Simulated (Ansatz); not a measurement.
The parent structure is HgS in the zinc blende structure (space group F-43m, No. 216; a = 5.876 Å). Axes: x, y, z lie along the cube axes.

All numbers come from Kohn–Sham DFT with the PBEsol functional, run in Ansatz (a first-principles code) with PAW and 420 eV plane waves, spin-orbit coupling left out.

Strains are applied to the cell and any free atomic positions relax; under biaxial strain the out-of-plane vector relaxes too.

One change was made to it. Results:

```csv
quantity,base,after
volume per atom,25.36 Å³,25.81 Å³
"pressure (mean of the normal stresses, compression positive)",0.0 GPa,-1.1 GPa
energy relative to the base (free energy F),0 meV/atom,+4.3 meV/atom
```

Problem. Which change produced these results?
(A) biaxial strain +2.08 %, plane normal [111], relaxed out of plane
(B) biaxial strain −1.67 %, plane normal [111], relaxed out of plane
(C) biaxial strain +1.67 %, plane normal [111], relaxed out of plane
(D) biaxial strain −2.08 %, plane normal [111], relaxed out of plane
(E) biaxial strain −1.25 %, plane normal [111], relaxed out of plane

Solution. C, biaxial strain +1.67 %, plane normal [111], relaxed out of plane. For comparison, the volume per atom in the other runs: biaxial strain −2.08 %, plane normal [111], relaxed out of plane gives 24.81 Å³; biaxial strain −1.67 %, plane normal [111], relaxed out of plane gives 24.92 Å³; biaxial strain +2.08 %, plane normal [111], relaxed out of plane gives 25.93 Å³; biaxial strain −1.25 %, plane normal [111], relaxed out of plane gives 25.03 Å³.

A case with no gap was solved on a k-mesh chosen for an insulator, which is coarse for it. Stability against distortions was not tested. All final runs are without spin polarisation.
